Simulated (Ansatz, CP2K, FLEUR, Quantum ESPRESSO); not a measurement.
## One structure in several programs: LaNiGe₃ (I4mm, 5 atoms in the cell)

Self-consistent single point.

```xyz
5
Lattice="-2.2074 2.2074 4.8551 2.2074 -2.2074 4.8551 2.2074 2.2074 -4.8551" Properties=species:S:1:pos:R:3 pbc="T T T"
La     0.0000     0.0000     5.5533
Ni     0.0000     0.0000     2.2731
Ge     0.0000     2.2074     3.2037
Ge     2.2074     0.0000     3.2037
Ge     0.0000     0.0000     9.6224
```

Shared settings, as Ansatz (a first-principles code) writes them: kpoints.mp_grid.grid = 6 6 6; scf.occupations.method = gaussian; scf.occupations.width = 0.2 eV. Potentials and cutoffs stand in the table.

```
code                                                                                             model  pressure (GPa)  largest force (eV/Å)           cutoff
----------------  ------------------------------------------------------------------------------------  --------------  --------------------  ---------------
FLEUR                     LDA (Perdew-Zunger), all-electron FLAPW (FLEUR), scalar-relativistic valence               –                 0.198  Kmax 3.9 1/bohr
Ansatz                                                             LDA (PW92), PAW files made with PBE           -5.68                 0.185          default
CP2K              LDA (Pade form), GPW, DZVP-MOLOPT-SR-GTH basis, GTH-PADE potentials (GTH_POTENTIALS)           -5.20                 0.276      grid 600 Ry
Quantum ESPRESSO                                   LDA (PZ), GBRV 1.5 ultrasoft (LDA) pseudopotentials           -5.61                 0.176            50 Ry
```

Size of the force on each atom (eV/Å): Sizes of forces hide their directions.

| code | La1 | Ni2 | Ge3 | Ge4 | Ge5 |
|---|---|---|---|---|---|
| FLEUR | 0.073 | 0.012 | 0.070 | 0.070 | 0.198 |
| Ansatz | 0.091 | 0.010 | 0.052 | 0.052 | 0.185 |
| CP2K | 0.069 | 0.035 | 0.088 | 0.088 | 0.276 |
| Quantum ESPRESSO | 0.087 | 0.005 | 0.047 | 0.047 | 0.176 |

A dash marks a value that a program does not give, or that is left out as unsure.

On Ansatz's run: spin polarisation is off.

The spread over the programs that give each value: pressure within 0.48 GPa; largest force within 0.100 eV/Å.

CP2K uses small atom-centred bases, whose incompleteness enters pressures, forces and empty levels differently from a plane-wave cutoff. FLEUR treats all electrons, but the usual bases taken here (sphere radii, linearisation, local orbitals, empty states) were not tested for convergence, so the values are no reference for the others. Ansatz's pressure is given at a fixed set of plane waves, as the other plane-wave codes print theirs; with its correction for the finite basis it is -5.64 GPa. The same LDA comes in different parametrisations, which differ slightly. In the force vectors, CP2K (by 0.096) lies more than 0.08 eV/Å from the median of the plane-wave programs.

The starting cell comes from a database of computed structures (which also holds hypothetical and non-ambient phases and stackings), without a prior relaxation at this level. Its lattice was rescaled by a random factor within 2.5 % of one.

Keys are those of Ansatz 0.2.
